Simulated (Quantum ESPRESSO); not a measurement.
## Short convergence ladders for MoS₂ (R3m, 3 atoms in the cell)

```
MoS2
1.0
    1.60011    -0.92382     6.51451
    0.00000     1.84765     6.51451
   -1.60011    -0.92382     6.51451
Mo S
1 2
Direct
  0.00234   0.00234   0.00234
  0.41294   0.41294   0.41294
  0.25330   0.25330   0.25330
```

Base method: PBE, GBRV 1.5 ultrasoft (PBE) pseudopotentials (plane waves; Quantum ESPRESSO).

Base settings: ecutwfc = 40 Ry; ecutrho = 320 Ry; occupations = smearing; smearing = fermi-dirac; degauss = 0.000734986 Ry; potentials = {Mo: mo_pbe_v1.uspp.F.UPF, S: s_pbe_v1.4.uspp.F.UPF}; K_POINTS = automatic 4 4 4 0 0 0; conv_thr = 1e-09 Ry; mixing_beta = 0.5.

The count of work is k-points × plane waves × bands × iterations; it is no time. 

**The k-point mesh**

Only quantities that move along the ladder and can be compared are tabulated.

| K_POINTS | free energy less the last step's (meV/atom) | pressure (GPa) | largest difference of a force vector from the last step's (eV/Å) | count of work / last |
|---|---|---|---|---|
| automatic 2 2 2 0 0 0 | 277.58 | 1.44 | 0.612 | 0.0059 |
| automatic 4 4 4 0 0 0 | -17.76 | -1.02 | 0.029 | 0.019 |
| automatic 5 5 5 0 0 0 | 0.22 | -0.66 | 0.006 | 0.028 |
| automatic 7 7 7 0 0 0 | -0.12 | -0.68 | 0.001 | 0.066 |
| automatic 9 9 9 0 0 0 | 0.03 | -0.68 | 0.000 | 0.13 |
| automatic 11 11 11 0 0 0 | 0.00 | -0.68 | 0.000 | 0.22 |
| automatic 14 14 14 0 0 0 | 0.00 | -0.68 | 0.000 | 0.43 |
| automatic 19 19 19 0 0 0 | 0.00 | -0.68 | 0.000 | 1.0 |

Coarsest K_POINTS that holds the free energy within 0.5 meV/atom of the last step, with all finer ones: automatic 5 5 5 0 0 0, at 0.028 of the last step's count of work; the step before is off by 18 meV/atom.

Coarsest K_POINTS that holds the forces within 0.005 eV/Å of the last step, with all finer ones: automatic 7 7 7 0 0 0, at 0.066 of the last step's count of work; the step before is off by 0.006 eV/Å.

Coarsest K_POINTS that holds the pressure within 0.5 GPa of the last step, with all finer ones: automatic 4 4 4 0 0 0, at 0.019 of the last step's count of work; the step before is off by 2.1 GPa.

**The SCF threshold**

The mesh stays at the base's, so the ladder's end is converged at best in this setting alone.

Only quantities that move along the ladder and can be compared are tabulated.

| conv_thr | largest difference of a force vector from the last step's (eV/Å) | count of work / last |
|---|---|---|
| 0.0073 Ry | 0.079 | 0.29 |
| 7.3e-05 Ry | 0.015 | 0.43 |
| 7.3e-07 Ry | 0.001 | 0.57 |
| 7.3e-09 Ry | 0.000 | 0.71 |
| 1e-09 Ry | 0.000 | 0.79 |
| 7.3e-12 Ry | 0.000 | 0.86 |
| 7.3e-14 Ry | 0.000 | 1.0 |

Coarsest conv_thr that holds the forces within 0.02 eV/Å of the last step, with all finer ones: 7.3e-05 Ry, at 0.43 of the last step's count of work; the step before is off by 0.079 eV/Å.

On the base run: the starting cell comes from a database of computed structures (which also holds hypothetical and non-ambient phases and stackings), without a prior relaxation at this level. Its lattice was rescaled by up to half a per cent. One atom was moved a little off its site on purpose. Spin polarisation is off. In the base run, forces exceed 1 eV/Å.
